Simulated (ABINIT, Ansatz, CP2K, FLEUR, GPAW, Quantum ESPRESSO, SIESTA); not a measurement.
# CsPbCl3 (Pm-3m, 5 atoms in the cell) computed with different codes at matched settings

Self-consistent single point, at a second geometry (lattice scaled by 0.98). First geometry:

```yaml
crystal:
  lattice:
    - [5.58442, 0.00000, 0.00000]
    - [0.00000, 5.58442, 0.00000]
    - [0.00000, 0.00000, 5.58442]
  atoms:
    - { symbol: Cs, position: [0.00000, 0.00000, 0.00000] }
    - { symbol: Pb, position: [0.50000, 0.50000, 0.50000] }
    - { symbol: Cl, position: [0.00000, 0.50000, 0.50000] }
    - { symbol: Cl, position: [0.50000, 0.00000, 0.50000] }
    - { symbol: Cl, position: [0.50000, 0.50000, 0.00000] }
```

Shared settings, as Ansatz (a first-principles code) writes them: kpoints.mp_grid.grid = 3 3 3; scf.occupations.method = fixed. Potentials and cutoffs stand in the table.

| code | model | ΔF from the first geometry (meV/atom) | pressure (GPa) | cutoff |
|---|---|---|---|---|
| GPAW | PBE, GPAW PAW datasets PBE (gpaw-data 1.0.1) | 34.6 | 3.72 | 600 eV |
| SIESTA | GGA PBE, numerical atomic orbitals DZP, PseudoDojo PBE standard norm-conserving potentials (rewritten from UPF to PSML) | 28.6 | 3.44 | grid 350 Ry |
| FLEUR | PBE, all-electron FLAPW (FLEUR), scalar-relativistic valence | 36.4 | – | Kmax 4.1 1/bohr |
| ABINIT | PBE, norm-conserving pseudopotentials (PseudoDojo nc-sr-05 PBE standard) | 35.0 | 3.81 | 62 Ry |
| Quantum ESPRESSO | PBE, PseudoDojo standard norm-conserving (PBE) pseudopotentials | 35.0 | 3.81 | 65 Ry |
| CP2K | PBE, GPW, DZVP-MOLOPT-SR-GTH basis, GTH-PBE potentials (GTH_POTENTIALS) | 35.5 | 3.87 | grid 500 Ry |
| Ansatz | PBE, PAW files | 35.7 | 3.87 | default |

A dash marks a value that a program does not give, or that is left out as unsure.

On Ansatz's run: spin-orbit coupling is off.

The spread over the programs that give each value: ΔF from the first geometry within 7.8 meV/atom; pressure within 0.43 GPa.

SIESTA and CP2K use small atom-centred bases, whose incompleteness enters pressures, forces and empty levels differently from a plane-wave cutoff. FLEUR treats all electrons, but the usual bases taken here (sphere radii, linearisation, local orbitals, empty states) were not tested for convergence, so the values are no reference for the others. Ansatz's pressure is given at a fixed set of plane waves, as the other plane-wave codes print theirs.

The shared mesh is coarse (it stands for a supercell whose shortest vector is 16 Å), so the values are not converged in it.

This mesh misses zone-boundary points where a band edge of such crystals can lie, so no gaps are given.

The starting cell comes from a database of computed structures (which also holds hypothetical and non-ambient phases and stackings), without a prior relaxation at this level. Its lattice was rescaled by a random factor within 2.5 % of one. For this run, on top of that: lattice scaled by 0.98.

Left out of this page: Elk (failed or unconverged).

Keys are those of Ansatz 0.2.
